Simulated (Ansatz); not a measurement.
# Thickness series in hypothetical CdI2 type HfO2

Start from HfO2 in the CdI2 type structure (space group P-3m1, No. 164; a = 3.2085 Å, c = 4.5149 Å; a hypothetical phase, not in the database extracts checked; layered, stacked along the Cartesian z axis).

Free-standing slabs (3 atom(s) a layer) normal to the stacking axis with 15 Å of vacuum; in-plane cell relaxed.

Method: PBEsol-D3(BJ)/PAW in Ansatz (a quantum-chemistry and plane-wave program), no spin-orbit coupling.

Notes on the quantities. excess energy per area of both faces: slab less bulk energy over the cell's area: twice a surface energy.

```csv
change,smallest direct gap,band gap,excess energy per area of both faces,gap character,thickness between the outermost nuclei
base,4.85 eV,4.40 eV,–,–,–
1 layer,5.08 eV,4.86 eV,0.48 J/m²,"indirect, k = (0.167, 1/3, 0) in the run's primitive reciprocal basis → M",1.94 Å
2 layers,4.90 eV,4.67 eV,0.53 J/m²,"indirect, K–Γ (59 % along) → M",6.53 Å
3 layers,4.80 eV,4.57 eV,0.53 J/m²,"indirect, K–Γ (67 % along) → M",11.05 Å
```

Slab and bulk use different k-meshes, which limits the precision of the excess energy. Spin-orbit coupling, missing from the scalar runs, can matter with Hf. Whether these cells are dynamically stable was not tested.
